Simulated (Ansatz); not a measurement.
Here is the system:

```
CELL_PARAMETERS angstrom
      2.77672     0.00000     0.00000
      0.00000     2.77672     0.00000
      1.38836    -1.38836     1.87803
ATOMIC_POSITIONS crystal
  Ir 0.00000 0.00000 0.00000
```

No spin polarisation.

Method: PBEsol (Ansatz, a first-principles code; PAW; 420 eV plane waves; no spin-orbit coupling). Γ-centred 29×29×29 mesh, Fermi–Dirac width 0.1 eV.

**Question.** Predict the in-plane stress, space group and band gap.

**Answer.** 
- Mean in-plane stress (compression positive): -15.2 GPa
- Space group: I4/mmm (No. 139)
- Band gap: zero

The cells carry an imposed strain or load. Stability against distortions was not tested. All final runs are without spin polarisation. The cell was made from Ir in the fcc (Cu type) structure (space group Fm-3m, No. 225) by this change: biaxial strain +2.50 %, plane normal [001], relaxed out of plane.
